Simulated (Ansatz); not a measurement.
Results of r²SCAN in Ansatz (PAW) for In2Si2O7 (Fd-3m, No. 227, 22 atoms in the cell; start mp-19784).

Settings: plane-wave cutoff 560 eV, 6×6×6 k mesh, Fermi–Dirac smearing 0.01 eV, scalar-relativistic PAW data made under PBE.

Cell (relaxed with PBEsol):

```yaml
crystal:
  lattice:
    - [0.00000, 4.72339, 4.72339]
    - [4.72339, 0.00000, 4.72339]
    - [4.72339, 4.72339, 0.00000]
  atoms:
    - { symbol: In, position: [0.12500, 0.12500, 0.12500] }
    - { symbol: In, position: [0.62500, 0.12500, 0.12500] }
    - { symbol: In, position: [0.12500, 0.12500, 0.62500] }
    - { symbol: In, position: [0.12500, 0.62500, 0.12500] }
    - { symbol: Si, position: [0.62500, 0.62500, 0.62500] }
    - { symbol: Si, position: [0.12500, 0.62500, 0.62500] }
    - { symbol: Si, position: [0.62500, 0.62500, 0.12500] }
    - { symbol: Si, position: [0.62500, 0.12500, 0.62500] }
    - { symbol: O, position: [0.69641, 0.69641, 0.30359] }
    - { symbol: O, position: [0.94641, 0.94641, 0.55359] }
    - { symbol: O, position: [0.30359, 0.30359, 0.69641] }
    - { symbol: O, position: [0.55359, 0.55359, 0.94641] }
    - { symbol: O, position: [0.30359, 0.69641, 0.69641] }
    - { symbol: O, position: [0.55359, 0.94641, 0.94641] }
    - { symbol: O, position: [0.69641, 0.30359, 0.30359] }
    - { symbol: O, position: [0.94641, 0.55359, 0.55359] }
    - { symbol: O, position: [0.69641, 0.30359, 0.69641] }
    - { symbol: O, position: [0.94641, 0.55359, 0.94641] }
    - { symbol: O, position: [0.30359, 0.69641, 0.30359] }
    - { symbol: O, position: [0.55359, 0.94641, 0.55359] }
    - { symbol: O, position: [0.00000, 0.00000, 0.00000] }
    - { symbol: O, position: [0.25000, 0.25000, 0.25000] }
```

### Question
Estimate the band gap and smallest direct gap on the k points sampled that the calculation returns.

### Answer

- band gap: 2.65 eV
- smallest direct gap on the k points sampled: 3.13 eV

Note: cell and atoms aren't relaxed at this level (largest force component 0.09 eV/Å, pressure -1.3 GPa).

Spin–orbit coupling is not included.

The computed numbers hold no vibrational or temperature effects.

A start named mp-… is a Materials Project structure, which need not be a measured phase.

Ansatz is an electronic-structure program.
